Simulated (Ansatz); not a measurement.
GaAs, response to strain

The parent structure is GaAs in the zinc blende structure (space group F-43m, No. 216).

```
GaAs
1.0
    0.00000     2.83335     2.83335
    2.83335     0.00000     2.83335
    2.83335     2.83335     0.00000
Ga As
1 1
Direct
  0.00000   0.00000   0.00000
  0.25000   0.25000   0.25000
```

Cartesian axes are those of the cell as printed.

Strains are applied to the cell and any free atomic positions relax.

Computed with Ansatz (a program for electronic structure) r2SCAN, spin-orbit coupling left out.

Candidates:
(a) tensor shear ε_xy = +1.71 %
(b) tensor shear ε_xy = +0.57 %
(c) tensor shear ε_xy = +1.43 %

For the base:

```
Quantity    Value
--------  -------
Band gap  0.96 eV
```

**Question.** Order them by band gap, highest first.

**Answer.** (b) tensor shear ε_xy = +0.57 % (0.91 eV), (c) tensor shear ε_xy = +1.43 % (0.83 eV), (a) tensor shear ε_xy = +1.71 % (0.80 eV)

No phonon test of stability was made.
